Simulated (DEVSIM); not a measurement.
Structure: illuminated Si n-on-p cell, one wavelength, at 350 K.

Layer 1 from the left is Si, thickness (μm) 0.0840, Nd (cm⁻³) 1.2e18, τn (s) 8.3e-7, τp (s) 4.6e-7, absorption coefficient (cm⁻¹) 680. Layer 2 from the left is Si, thickness (μm) 270, Na (cm⁻³) 2.7e17, τn (s) 6.9e-6, τp (s) 6.9e-6, absorption coefficient (cm⁻¹) 680.

Left contact: ohmic, minority hole recombination velocity 40000 cm/s. Right contact: ohmic, minority electron recombination velocity 900 cm/s. Voltage is applied to the left contact. Recombination: SRH at mid-gap, radiative, Auger. Light enters at the left, 1.7e17 photons cm⁻² s⁻¹, one pass, no reflection. Mobility is μmin + (μ − μmin)/(1 + (N/Nref)^α).

This is a model device: material constants are rounded textbook-type values typed into the input, and sizes, dopings and lifetimes were drawn at random. Values at 300 K; Nc and Nv go as T^1.5, mobilities as T to minus their exponent, the gap by Varshni's rule with the affinity fixed.

Si: gap (eV) 1.124, affinity (eV) 4.05, permittivity 11.7, Nc (cm⁻³) 2.86e19, Nv (cm⁻³) 3.1e19, μn (cm²/Vs) 1417, μp (cm²/Vs) 470, μn,min 52, μp,min 45, Nref,n 9.7e16, Nref,p 2.2e17, αn 0.68, αp 0.72, T exponent of μn 2.3, T exponent of μp 2.2, B (cm³/s) 4.7e-15, Cn (cm⁶/s) 2.8e-31, Cp (cm⁶/s) 9.9e-32, Varshni α (eV/K) 0.000473, Varshni β (K) 636.

Model (solved in DEVSIM): 1D drift-diffusion, Boltzmann statistics, complete ionisation; no tunnelling, impact ionisation, image-force lowering or self-heating.

Dark forward current:

```
|V| (V)  |J| (A/cm²)
-------  -----------
0.05        7.056e-9
0.10        3.311e-8
0.15        1.468e-7
0.20        6.903e-7
0.25        3.415e-6
0.30        1.740e-5
0.35        9.002e-5
0.40       0.0004691
0.45        0.002452
0.50         0.01283
0.55         0.06683
0.60          0.3401
0.65           1.562
0.70           5.417
0.75           12.94
0.80           23.56
0.85           36.62
0.90           51.87
0.95           69.31
1.00           89.03
1.05           111.1
1.10           135.6
1.15           162.7
1.20           192.3
1.25           224.4
1.30           259.1
```

Task: Work out the local ideality factor n = ΔV / (kT/q · ln(J2/J1)) between the rows 0.15 and 0.20 V, 0.45 and 0.50 V, 1.25 and 1.30 V.

Result: kT/q = 30.16 mV. From 0.15 to 0.20 V: ln(6.903e-7/1.468e-7) = 1.548, n = 1.07, near the 1 of diffusion or emission over a barrier. From 0.45 to 0.50 V: ln(0.01283/0.002452) = 1.655, n = 1.00, near the 1 of diffusion or emission over a barrier. From 1.25 to 1.30 V: ln(259.1/224.4) = 0.144, n = 11.53.

Task: What current could the absorbed light give at most, and what share is collected?

Result: Σ αd = 18.4, so qΦ(1 − exp(−Σ αd)) = 27.2 mA/cm². The simulated short-circuit current is 23.25 mA/cm², a share of 0.85.

Task: Estimate the open-circuit voltage by superposition: the voltage at which the dark current equals that short-circuit current.

Result: Interpolating ln J in the table gives 0.518 V. The simulation gives 0.518 V, the same within the digits that matter. Superposition holds where collection doesn't change with voltage.

Task: Estimate the fill factor from FF0 = (v − ln(v + 0.72))/(v + 1), v = qVoc/(nkT), with n from the dark curve.

Result: The rows about Voc, 0.50 and 0.55 V, give n = 1.00, so v = 17.1 and FF0 = 0.786. The simulation gives 0.787, the same within the digits that matter.
